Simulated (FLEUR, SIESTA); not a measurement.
A SIESTA input for a self-consistent single point of VOs (Pm-3m, 2 atoms in the cell) (DFT, GGA PBEsol, numerical atomic orbitals DZP, PseudoDojo PBEsol standard norm-conserving potentials (rewritten from UPF to PSML)):

```
# files in the folder: V.psml Os.psml (PseudoDojo PBEsol standard)
SystemName  VOs
SystemLabel siesta

NumberOfAtoms                2
NumberOfSpecies              2
%block ChemicalSpeciesLabel
  1 23 V
  2 76 Os
%endblock ChemicalSpeciesLabel
LatticeConstant              1.0 Ang
%block LatticeVectors
     2.942664000    0.000000000    0.000000000
     0.000000000    2.942664000    0.000000000
     0.000000000    0.000000000    2.942664000
%endblock LatticeVectors
AtomicCoordinatesFormat      Ang
%block AtomicCoordinatesAndAtomicSpecies
     0.000000000    0.000000000    0.000000000  1
     1.471332000    1.471332000    1.471332000  2
%endblock AtomicCoordinatesAndAtomicSpecies

XC.functional                GGA
XC.authors                   PBEsol
PAO.BasisSize                DZP
PAO.EnergyShift              0.005 Ry
MeshCutoff                   400 Ry
%block kgrid.MonkhorstPack
    9   0   0  0.0
    0   9   0  0.0
    0   0   9  0.0
%endblock kgrid.MonkhorstPack
OccupationFunction           FD
ElectronicTemperature        1160.45 K
Spin                         polarized
%block DM.InitSpin
  1 +2.00
  2 +0.00
%endblock DM.InitSpin

MaxSCFIterations             150
SCF.Mixer.Method             Pulay
SCF.Mixer.Weight             0.1
SCF.Mixer.History            8
SCF.DM.Tolerance             1.0E-04
Diag.ParallelOverK           true
WriteForces                  true
Charge.Mulliken              end
```

Translate this input to FLEUR.

One input that does it (others would too):

Input of the input generator:

```
scf VOs
&input film=f /
1.0000000000 0.0000000000 0.0000000000
0.0000000000 1.0000000000 0.0000000000
0.0000000000 0.0000000000 1.0000000000
5.5608290368
1.0 1.0 1.0

2
23 0.0000000000 0.0000000000 0.0000000000 : 2.00
76 0.5000000000 0.5000000000 0.5000000000 : 0.00

&comp jspins=2 /
&exco xctyp='PBEs' /
&kpt div1=9 div2=9 div3=9 /
&end /
```

```xml
<?xml version="1.0" encoding="UTF-8" standalone="no"?>
<fleurInput fleurInputVersion="0.39">
   <comment>
      scf VOs                                                                                             
   </comment>
   <calculationSetup>
      <cutoffs Kmax="3.5" Gmax="12.2" GmaxXC="12.2" numbands="0"/>
      <scfLoop itmax="60" minDistance="0.00001" maxIterBroyd="15" imix="Anderson" alpha="0.05" precondParam="0.0" spinf="2.0"/>
      <coreElectrons ctail="T" frcor="F" kcrel="0" coretail_lmax="0"/>
      <xcFunctional name="PBEs" relativisticCorrections="F"/>
      <magnetism jspins="2"/>
      <soc l_soc="F" theta="0.0" phi="0.0" spav="F"/>
      <expertModes spex="0" secvar="F"/>
      <geometryOptimization l_f="T" forcealpha="1.0" forcemix="BFGS" epsdisp="0.00001" epsforce="0.00001"/>
      <ldaU l_linMix="F" mixParam="0.05" spinf="1.0"/>
   </calculationSetup>
   <cell>
      <bzIntegration valenceElectrons="27.0" mode="hist" fermiSmearingEnergy="0.00367493">
         <kPointListSelection listName="default-1"/>
         <!-- k-points included here -->
         <xi:include xmlns:xi="http://www.w3.org/2001/XInclude" href="kpts.xml"> </xi:include>
      </bzIntegration>
      <!-- symmetry operations included here -->
      <xi:include xmlns:xi="http://www.w3.org/2001/XInclude" href="sym.xml"> </xi:include>
      <bulkLattice scale="1.0">
         <bravaisMatrix>
            <row-1>    5.5608290368000004     0.0000000000000000     0.0000000000000000</row-1>
            <row-2>    0.0000000000000000     5.5608290368000004     0.0000000000000000</row-2>
            <row-3>    0.0000000000000000     0.0000000000000000     5.5608290368000004</row-3>
         </bravaisMatrix>
      </bulkLattice>
   </cell>
   <atomSpecies>
      <species name="Vanadium (2.000" element="V" atomicNumber="23">
         <mtSphere radius="2.25" gridPoints="777" logIncrement="0.016"/>
         <atomicCutoffs lmax="8" lnonsphr="6"/>
         <electronConfig flipSpins="F">
            <coreConfig>(1s1/2) (2s1/2) (2p1/2) (2p3/2)</coreConfig>
            <valenceConfig>(3s1/2) (3p1/2) (3p3/2) (4s1/2) (3d3/2) (3d5/2)</valenceConfig>
            <stateOccupation state="(3d3/2)" spinUp="0.7" spinDown="0.5"/>
            <stateOccupation state="(3d5/2)" spinUp="1.8" spinDown="0.0"/>
         </electronConfig>
         <energyParameters s="4" p="4" d="3" f="4"/>
         <lo type="SCLO" l="0" n="3" eDeriv="0"/>
         <lo type="SCLO" l="1" n="3" eDeriv="0"/>
      </species>
      <species name="Osmium (Os)" element="Os" atomicNumber="76">
         <mtSphere radius="2.25" gridPoints="777" logIncrement="0.017"/>
         <atomicCutoffs lmax="8" lnonsphr="6"/>
         <electronConfig flipSpins="F">
            <coreConfig>(1s1/2) (2s1/2) (2p1/2) (2p3/2) (3s1/2) (3p1/2) (3p3/2) (4s1/2) (3d3/2) (3d5/2) (4p1/2) (4p3/2) (5s1/2) (4d3/2) (4d5/2) (4f5/2) (4f7/2)</coreConfig>
            <valenceConfig>(5p1/2) (5p3/2) (6s1/2) (5d3/2) (5d5/2)</valenceConfig>
            <stateOccupation state="(5d3/2)" spinUp="1.2" spinDown="1.2"/>
            <stateOccupation state="(5d5/2)" spinUp="1.8" spinDown="1.8"/>
         </electronConfig>
         <energyParameters s="6" p="6" d="5" f="5"/>
         <lo type="SCLO" l="1" n="5" eDeriv="0"/>
      </species>
   </atomSpecies>
   <atomGroups>
      <atomGroup species="Vanadium (2.000">
         <relPos label="                   1">.0000000000 .0000000000 .0000000000</relPos>
         <force calculate="T" relaxXYZ="TTT"/>
      </atomGroup>
      <atomGroup species="Osmium (Os)">
         <relPos label="                   2">1.000/2.000 1.000/2.000 1.000/2.000</relPos>
         <force calculate="T" relaxXYZ="TTT"/>
      </atomGroup>
   </atomGroups>
   <output dos="F" band="F" slice="F">
      <checks vchk="F" cdinf="F"/>
      <bandDOS minEnergy="-.5*Htr" maxEnergy="0.5*Htr" sigma="0.015" storeEVData="T"/>
      <vacuumDOS vacdos="F" integ="F" star="F" nstars="0" locx1="0.0" locy1="0.0" locx2="0.0" locy2="0.0" nstm="0" tworkf="0.0"/>
      <unfoldingBand unfoldBand="F" supercellX="1" supercellY="1" supercellZ="1"/>
      <plotting iplot="0" polar="F">
         <plot TwoD="T" vec1="  1.0  0.0  0.0" vec2="  0.0  1.0  0.0" vec3="  0.0  0.0  1.0" zero="  0.0  0.0  0.0" file="plot"/>
      </plotting>
      <chargeDensitySlicing numkpt="0" minEigenval="0.0" maxEigenval="0.0" nnne="0" pallst="F"/>
      <specialOutput eonly="F"/>
      <magneticCircularDichroism mcd="F" energyLo="-10.0" energyUp="0.0"/>
   </output>
  <!-- We include the file relax.xml here to enable relaxations (see documentation) -->
  <xi:include xmlns:xi="http://www.w3.org/2001/XInclude" href="relax.xml"> <xi:fallback/> </xi:include>
</fleurInput>
```

Basis, cutoffs, solver keys and any potentials are the target program's own. This input uses DFT, PBEsol, all-electron FLAPW (FLEUR), scalar-relativistic valence. Both were run: size of the net moment 0.00 μB/atom in SIESTA and 0.00 in FLEUR.

On SIESTA: the starting cell comes from a database of computed structures (which also holds hypothetical and non-ambient phases and stackings), without a prior relaxation at this level. Its lattice was rescaled by a random factor within 2.5 % of one. Spin-orbit coupling is off. The starting moments vanished: the run ended non-magnetic, which need not be the lowest state. Values carry the incompleteness of an atom-centred basis. With a pressure of about 17 GPa the cell is away from its equilibrium volume at this level.

On FLEUR: the starting cell comes from a database of computed structures (which also holds hypothetical and non-ambient phases and stackings), without a prior relaxation at this level. Its lattice was rescaled by a random factor within 2.5 % of one. Spin-orbit coupling is off. The starting moments vanished: the run ended non-magnetic, which need not be the lowest state. Values depend on the basis (sphere radii, cutoffs, local orbitals), which need not be converged.
